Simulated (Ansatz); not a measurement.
The reference is HgTe in the zinc blende structure (space group F-43m, No. 216; a = 6.4350 Å). Axes: x, y, z lie along the cube axes.

The values are results of plane-wave PAW DFT at the LDA level (Ansatz, a program for electronic structure, 420 eV), no SOC, not measurements.

Strains are applied to the cell and any free atomic positions relax.

One change was made to it. Results:

The pressure (mean of the normal stresses, compression positive) goes from zero to 1.3 GPa; the shortest interatomic distance falls by 0.023 Å (2.786 Å → 2.763 Å); the energy increases by 3.9 meV/atom.

**Question.** Name the change that was made.
A. uniaxial strain ε_zz = +3.00 %
B. uniaxial strain ε_zz = −0.50 %
C. uniaxial strain ε_zz = −2.50 %

**Answer.** C, uniaxial strain ε_zz = −2.50 %. For comparison, the energy relative to the base in the other runs: uniaxial strain ε_zz = +3.00 % gives +5.3 meV/atom; uniaxial strain ε_zz = −0.50 % gives +0.2 meV/atom.

A case with no gap was solved on a k-mesh chosen for an insulator, which is coarse for it. Stability against distortions was not tested. The final runs are not spin-polarised. Gaps under 0.05 eV, about the width of the smearing, are given as zero.
